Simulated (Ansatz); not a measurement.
Pressure series in Zr

Start from Zr in the hcp (Mg type) structure (space group P6_3/mmc, No. 194; a = 3.2313 Å, c = 5.1732 Å).

Cell and atoms are relaxed at each pressure.

Levels (all Ansatz, a first-principles code, PAW): PBE (420 eV, scalar-relativistic without spin-orbit coupling); r2SCAN (500 eV, no spin-orbit coupling).

The base cell above is that of PBE; each level relaxes its own structures.

```json
[
 {"case": "pressure −2 GPa", "lattice parameter a, PBE": "3.257 Å", "lattice parameter a, r2SCAN": "…"},
 {"case": "pressure −1 GPa", "lattice parameter a, PBE": "3.244 Å", "lattice parameter a, r2SCAN": "3.258 Å"},
 {"case": "pressure 3 GPa", "lattice parameter a, PBE": "3.196 Å", "lattice parameter a, r2SCAN": "…"},
 {"case": "pressure 7 GPa", "lattice parameter a, PBE": "3.153 Å", "lattice parameter a, r2SCAN": "3.171 Å"},
 {"case": "pressure 15 GPa", "lattice parameter a, PBE": "3.076 Å", "lattice parameter a, r2SCAN": "…"},
 {"case": "pressure 30 GPa", "lattice parameter a, PBE": "2.952 Å", "lattice parameter a, r2SCAN": "2.974 Å"},
 {"case": "pressure 50 GPa", "lattice parameter a, PBE": "2.818 Å", "lattice parameter a, r2SCAN": "2.836 Å"},
 {"case": "pressure 75 GPa", "lattice parameter a, PBE": "2.706 Å", "lattice parameter a, r2SCAN": "2.702 Å"},
 {"case": "pressure 100 GPa", "lattice parameter a, PBE": "2.631 Å", "lattice parameter a, r2SCAN": "…"}
]
```

What belongs in the blanks?


- pressure −2 GPa, lattice parameter a, r2SCAN: 3.271 Å
- pressure 3 GPa, lattice parameter a, r2SCAN: 3.212 Å
- pressure 15 GPa, lattice parameter a, r2SCAN: 3.098 Å
- pressure 100 GPa, lattice parameter a, r2SCAN: 2.626 Å

The two levels differ by at most about 0.023 Å. They put the cases in the same order.

Load acts through the strain it causes; cell and atoms are relaxed under it. No phonon test of stability was made. All final runs are without spin polarisation. Measured, Zr leaves this structure (for the ω phase) near 3 GPa (temperature not stated; as listed in C. Cazorla, D. Alfè, M. J. Gillan, Physical Review B (2008)).
